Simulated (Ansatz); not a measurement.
Consider GaP in the zinc blende structure (space group F-43m, No. 216; a = 5.5060 Å).

Calculations: Ansatz (a program for electronic structure) PBE, no SOC.

Before the change:

- Band gap: 1.58 eV
- Hole mass: 0.098, 0.40, 0.40 mₑ (at Γ)
- Pressure: 0.1 kbar
- Gap character: direct at Γ

It is then changed as follows: the cell is scaled by 0.9907 in all directions; the atoms relax in the strained cell.

### Question
What does the calculation give for the band gap, hole mass, pressure and gap character after the change?

### Answer
The band gap rises by 0.02 eV to 1.60 eV; the hole mass (degenerate bands, along [100]) becomes 0.11, 0.41, 0.41 mₑ (at Γ) (base: 0.098, 0.40, 0.40 mₑ (at Γ)); the pressure increases by 22.9 kbar to 23.0 kbar; the gap character becomes indirect, Γ → Γ–X (87 % along) (base: direct at Γ).

Effective masses come from finite differences of ±0.01 Å⁻¹. Stability against distortions was not tested. The real GaP has an indirect gap at ambient pressure; PBE orders its close-lying valleys differently.
